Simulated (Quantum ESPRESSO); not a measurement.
Worked example: self-consistent single point of SiMo3 (Pm-3n, 8 atoms in the cell) in Quantum ESPRESSO.

Level of theory: PBE, PseudoDojo stringent norm-conserving (PBE) pseudopotentials (plane waves; Quantum ESPRESSO).

The change in words: lattice scaled by 0.98. Reference geometry:
```
CELL_PARAMETERS angstrom
      4.81440     0.00000     0.00000
      0.00000     4.81440     0.00000
      0.00000     0.00000     4.81440
ATOMIC_POSITIONS crystal
  Si 0.50000 0.50000 0.50000
  Si 0.00000 0.00000 0.00000
  Mo 0.00000 0.50000 0.25000
  Mo 0.00000 0.50000 0.75000
  Mo 0.25000 0.00000 0.50000
  Mo 0.75000 0.00000 0.50000
  Mo 0.50000 0.25000 0.00000
  Mo 0.50000 0.75000 0.00000
```

Reference input (self-consistent single point, DFT, PBE, plane waves, PseudoDojo stringent norm-conserving (PBE) pseudopotentials): ecutwfc = 80 Ry; occupations = smearing; smearing = fermi-dirac; degauss = 0.0073499 Ry; potentials = {Si: Si.upf, Mo: Mo.upf}; K_POINTS = automatic 5 5 5 0 0 0; conv_thr = 1e-10 Ry. This run's input differs from it in these lines:

```diff
@@ -10,3 +10,3 @@
   ibrav = 1,
-  celldm(1) = 9.0978955647,
+  celldm(1) = 8.9159376156,
   nat = 8,
```

The program printed (abridged):

```
     Self-consistent Calculation

     iteration #  1     ecut=    80.00 Ry     beta= 0.70

     Threshold (ethr) on eigenvalues was too large:
     Diagonalizing with lowered threshold

     total energy              =    -860.14943154 Ry
     estimated scf accuracy    <       0.67172034 Ry

     iteration #  2     ecut=    80.00 Ry     beta= 0.70

     total energy              =    -860.30927064 Ry
     estimated scf accuracy    <       0.24941810 Ry

     iteration #  3     ecut=    80.00 Ry     beta= 0.70

     total energy              =    -860.36427904 Ry
     estimated scf accuracy    <       0.00224276 Ry

   [... 5 blocks of this kind left out ...]

     iteration #  9     ecut=    80.00 Ry     beta= 0.70

     total energy              =    -860.36545388 Ry
     estimated scf accuracy    <       0.00000002 Ry

     iteration # 10     ecut=    80.00 Ry     beta= 0.70
     End of self-consistent calculation

     the Fermi energy is    22.5320 ev

!    total energy              =    -860.36545389 Ry
     estimated scf accuracy    <          2.5E-11 Ry
     smearing contrib. (-TS)   =      -0.00607784 Ry
     internal energy E=F+TS    =    -860.35937605 Ry

     convergence has been achieved in  10 iterations

     Forces acting on atoms (cartesian axes, Ry/au):

     atom    1 type  1   force =     0.00000000    0.00000000    0.00000000
   [... zero for the other atoms too ...]

     Total force =     0.000000     Total SCF correction =     0.000000

          total   stress  (Ry/bohr**3)                   (kbar)     P=      371.27
   0.00252382   0.00000000   0.00000000          371.27        0.00        0.00
   0.00000000   0.00252382   0.00000000            0.00      371.27        0.00
   0.00000000   0.00000000   0.00252382            0.00        0.00      371.27

   JOB DONE.
```

The run converged in 10 iterations. Against the reference run the free energy goes up by 132 meV/atom and the pressure goes from 15.60 to 37.13 GPa.

The starting cell comes from a database of computed structures (which also holds hypothetical and non-ambient phases and stackings), without a prior relaxation at this level. Its lattice was rescaled by a random factor within 2.5 % of one. For this run, on top of that: lattice scaled by 0.98. Spin polarisation is off. With a pressure of about 37 GPa the cell is away from its equilibrium volume at this level.

Cost on one core of a shared machine: roughly 90 s.
